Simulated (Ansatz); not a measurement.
# HgTe (P3₁21, No. 152; start mp-358; another space group than a measured phase of this formula): smallest direct gap on the k points sampled by level of theory

No measured value is used here.

```json
[
 {"level (code)": "PBEsol+SOC (Ansatz)", "value (eV)": "0.35"},
 {"level (code)": "r²SCAN+SOC (Ansatz)", "value (eV)": "0.57"},
 {"level (code)": "HSE06 (Ansatz)", "value (eV)": "1.04"},
 {"level (code)": "HSE06+SOC (Ansatz)", "value (eV)": "0.79"},
 {"level (code)": "PBE0 (Ansatz)", "value (eV)": "1.59"},
 {"level (code)": "r²SCAN0 (Ansatz)", "value (eV)": "1.77"}
]
```

Computed values are for a static lattice. Levels without +SOC have no spin–orbit coupling; where heavier elements are present it shifts gaps, mostly down, and can invert bands.  Values are at the PBEsol cell. Cutoffs and k meshes differ between the levels. Ansatz's density-functional and Hartree–Fock values are scalar-relativistic unless marked +SOC, with PAW data made under PBE.

A start named mp-… is a Materials Project structure, which can be a computed phase never made.

Ansatz is a first-principles code.
